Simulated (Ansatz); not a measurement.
Take SiC in the zinc blende structure (space group F-43m, No. 216; a = 4.329 Å) as the base. Axes: x, y, z lie along the cube axes.

The values are results of LDA (Ansatz, a program for electronic structure; PAW; 420 eV plane waves; spin-orbit coupling left out), not measurements.

Strains are applied to the cell and any free atomic positions relax.

One change was made to it. Results:

The electron mass goes from 0.68 mₑ along k, 0.23 mₑ across (at X) to 0.66 mₑ along k, 0.23 mₑ across (at X); the valence-band top at Γ (three highest levels, from the VBM) goes from 0.00, 0.00, 0.00 eV to 0.00, -0.07, -0.07 eV; the band gap decreases by 0.12 eV to 1.18 eV.

Task: Which of these changes matches the shifts?
A. uniaxial strain ε_zz = +1.00 %
B. uniaxial strain ε_zz = −1.00 %
C. uniaxial strain ε_zz = −1.50 %
D. uniaxial strain ε_zz = −2.00 %
E. uniaxial strain ε_zz = +0.50 %

Result: B, uniaxial strain ε_zz = −1.00 %. For comparison, the band gap in the other runs: uniaxial strain ε_zz = −2.00 % gives 1.07 eV; uniaxial strain ε_zz = −1.50 % gives 1.13 eV; uniaxial strain ε_zz = +0.50 % gives 1.28 eV; uniaxial strain ε_zz = +1.00 % gives 1.26 eV.

Masses are band curvatures over ±0.01 Å⁻¹ around the edge. Along k means along the line from Γ to the band edge. No phonon test of stability was made.
